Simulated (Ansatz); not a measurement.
The reference is Mg2Ge in the anti-fluorite structure (space group Fm-3m, No. 225; a = 6.3644 Å). Axes: x, y, z lie along the cube axes.

Computed with PBEsol (Ansatz, a first-principles code, PAW, no spin-orbit coupling).

For the base:

| Property | Result |
|---|---|
| Valley order | X along ⟨100⟩ 0.08 eV; Γ 1.03 eV; L along ⟨111⟩ 1.03 eV |
| Pressure | 0.00 GPa |
| Electron mass | 0.55 mₑ along k, 0.18 mₑ across (at X) |
| Shortest interatomic distance | 2.756 Å |
| Valence-band top at Γ | 0.00, 0.00, 0.00 eV |

Modification: uniaxial strain ε_zz = −0.50 %, all other strain components held at zero; the atoms relax in the strained cell.

Task: Predict the new valley order, pressure, electron mass, shortest interatomic distance and valence-band top at Γ.

Result: The valley order (the lowest conduction-band minima on the path, energy above the VBM, named in the base's zone) becomes X along [001] 0.05 eV; X along [100] 0.07 eV; L along [1-11] 1.04 eV; Γ 1.04 eV (base: X along ⟨100⟩ 0.08 eV; Γ 1.03 eV; L along ⟨111⟩ 1.03 eV); the pressure (mean of the normal stresses, compression positive) goes from zero to 0.27 GPa; the electron mass becomes 0.54 mₑ along k, 0.18 mₑ across (at X) (base: 0.55 mₑ along k, 0.18 mₑ across (at X)); the shortest interatomic distance shrinks by 0.005 Å (2.756 Å → 2.751 Å); the valence-band top at Γ (three highest levels, from the VBM) becomes 0.00, -0.02, -0.02 eV (base: 0.00, 0.00, 0.00 eV).

The levels and masses belong to the bands next to the band gap. Masses are band curvatures over ±0.01 Å⁻¹ around the edge. Along k means along the line from Γ to the band edge. Stability against distortions was not tested.
